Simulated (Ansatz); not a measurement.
We consider Zr3N4 (Pnma, No. 62, 28 atoms in the cell; start mp-277; a measured phase of this formula has another space group), described by LDA (plane waves, PAW; Ansatz, an electronic-structure program).

Numerical settings: plane-wave cutoff 520 eV, 4×8×4 k mesh (along the axes of the cell as run), Fermi–Dirac smearing 0.01 eV, scalar-relativistic PAW data made under PBE.

Cell (relaxed at this level):

```cif
data_N16Zr12
_chemical_formula_sum 'Zr12 N16'
_space_group_name_H-M_alt 'Pnma'
_space_group_IT_number 62
_space_group_name_Hall '-P 2ac 2n'
_cell_length_a 9.56322
_cell_length_b 3.24908
_cell_length_c 10.71029
_cell_angle_alpha 90.000
_cell_angle_beta 90.000
_cell_angle_gamma 90.000
loop_
_atom_site_label
_atom_site_type_symbol
_atom_site_symmetry_multiplicity
_atom_site_Wyckoff_symbol
_atom_site_fract_x
_atom_site_fract_y
_atom_site_fract_z
_atom_site_occupancy
Zr1 Zr 4 c 0.23361 0.25000 0.85003 1
Zr2 Zr 4 c 0.10874 0.25000 0.59302 1
Zr3 Zr 4 c 0.06866 0.25000 0.12302 1
N1 N 4 c 0.10248 0.75000 0.47192 1
N2 N 4 c 0.00250 0.25000 0.77310 1
N3 N 4 c 0.35527 0.25000 0.48122 1
N4 N 4 c 0.26536 0.25000 0.21304 1
```

Question: Predict the band gap, smallest direct gap on the k points sampled and direct gap at Γ.

Answer: 
- band gap: 1.00 eV
- smallest direct gap on the k points sampled: 1.07 eV
- direct gap at Γ: 1.11 eV

Spin–orbit coupling is not included.

A start named mp-… is a Materials Project structure, which need not be a measured phase.
